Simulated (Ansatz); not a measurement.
The starting structures come from a database of crystals and need not be the phases stable at ambient conditions.

Input:

```
CELL_PARAMETERS angstrom
      5.65752     0.00000     0.00000
     -2.82876     6.17333     0.00000
      0.00000     0.00000     5.60841
ATOMIC_POSITIONS crystal
  Bi 0.90971 0.81942 0.75000
  Bi 0.09029 0.18058 0.25000
  Pb 0.60887 0.21773 0.75000
  Pb 0.39113 0.78227 0.25000
  Cl 0.25441 0.50882 0.75000
  Cl 0.74559 0.49118 0.25000
  O  0.76188 0.00000 0.50000
  O  0.23812 0.00000 0.50000
  O  0.23812 0.00000 0.00000
  O  0.76188 0.00000 0.00000
```

Space group of this cell: Cmcm. The cell was relaxed by PBE-D3(BJ); by r2SCAN its mean pressure is -0.8 GPa.

Transport runs along the normal of the first two printed cell vectors.

The gap is the functional's own. No spin-orbit coupling. Mid-gap values are interpolated on the energy grid.

Problem. Give the band gap and the smallest decay constant κ at mid-gap that r2SCAN (Ansatz, a quantum-chemistry and plane-wave program) yields.

Solution. Gap 2.44 eV on a 6×6×6 mesh; κ = 0.236 1/Å, at the zone centre.
